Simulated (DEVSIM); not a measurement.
Device: abrupt Ge p-n junction, at 300 K.

```
layer (left to right)  material  thickness (μm)  Nd (cm⁻³)  Na (cm⁻³)  τn (s)  τp (s)
---------------------  --------  --------------  ---------  ---------  ------  ------
1                            Ge           0.140          -     5.8e17  1.1e-6  1.1e-6
2                            Ge          0.0720       2e15          -  1.1e-6  1.1e-6
```

Left contact: ohmic. Right contact: ohmic. Voltage is applied to the left contact. Recombination: SRH at mid-gap, radiative, Auger. Mobility is μmin + (μ − μmin)/(1 + (N/Nref)^α).

The device is made up for the run: typed textbook-type constants, with dimensions and the other settings drawn at random. Values at 300 K.

| parameter | Ge |
|---|---|
| gap (eV) | 0.664 |
| affinity (eV) | 4 |
| permittivity | 16 |
| Nc (cm⁻³) | 1.04e19 |
| Nv (cm⁻³) | 6e18 |
| μn (cm²/Vs) | 3900 |
| μp (cm²/Vs) | 1900 |
| μn,min | 150 |
| μp,min | 100 |
| Nref,n | 2.6e17 |
| Nref,p | 4e17 |
| αn | 0.56 |
| αp | 0.6 |
| B (cm³/s) | 6.4e-14 |
| Cn (cm⁶/s) | 1e-31 |
| Cp (cm⁶/s) | 1e-31 |

DEVSIM, 1D drift-diffusion, Boltzmann statistics, complete ionisation; no tunnelling, impact ionisation, image-force lowering or self-heating.

**Question.** Tabulate band edges, carrier densities and field at zero bias.

**Answer.** Energies count from the Fermi level of the right contact; mesh points crowd at the junctions.

| x (μm) | Ec (eV) | Ev (eV) | n (cm⁻³) | p (cm⁻³) | field (V/cm) |
|---|---|---|---|---|---|
| 0.000 | 0.604 | -0.060 | 7.5e8 | 5.8e17 | ≈ 0 |
| 0.006416 | 0.604 | -0.060 | 7.5e8 | 5.8e17 | ≈ 0 |
| 0.01394 | 0.604 | -0.060 | 7.5e8 | 5.8e17 | ≈ 0 |
| 0.02275 | 0.604 | -0.060 | 7.5e8 | 5.8e17 | ≈ 0 |
| 0.03689 | 0.604 | -0.060 | 7.5e8 | 5.8e17 | ≈ 0 |
| 0.04965 | 0.604 | -0.060 | 7.5e8 | 5.8e17 | ≈ 0 |
| 0.06733 | 0.604 | -0.060 | 7.5e8 | 5.8e17 | ≈ 0 |
| 0.08813 | 0.604 | -0.060 | 7.5e8 | 5.8e17 | -26 |
| 0.1012 | 0.603 | -0.061 | 7.6e8 | 5.8e17 | -200 |
| 0.1124 | 0.603 | -0.061 | 7.8e8 | 5.6e17 | -1200 |
| 0.1219 | 0.600 | -0.064 | 8.6e8 | 5.1e17 | -5200 |
| 0.1325 | 0.587 | -0.077 | 1.4e9 | 3.1e17 | -24000 |
| 0.1391 | 0.563 | -0.101 | 3.6e9 | 1.2e17 | -51000 |
| 0.1451 | 0.532 | -0.132 | 1.2e10 | 3.7e16 | -49000 |
| 0.1540 | 0.489 | -0.175 | 6.3e10 | 7.0e15 | -47000 |
| 0.1613 | 0.455 | -0.209 | 2.4e11 | 1.8e15 | -47000 |
| 0.1706 | 0.412 | -0.252 | 1.3e12 | 3.5e14 | -47000 |
| 0.1789 | 0.373 | -0.291 | 5.5e12 | 7.9e13 | -46000 |
| 0.1896 | 0.324 | -0.340 | 3.8e13 | 1.2e13 | -46000 |
| 0.1970 | 0.290 | -0.374 | 1.4e14 | 3.1e12 | -46000 |
| 0.2038 | 0.259 | -0.405 | 4.7e14 | 9.3e11 | -46000 |
| 0.2120 | 0.221 | -0.443 | 2.0e15 | 2.2e11 | -46000 |
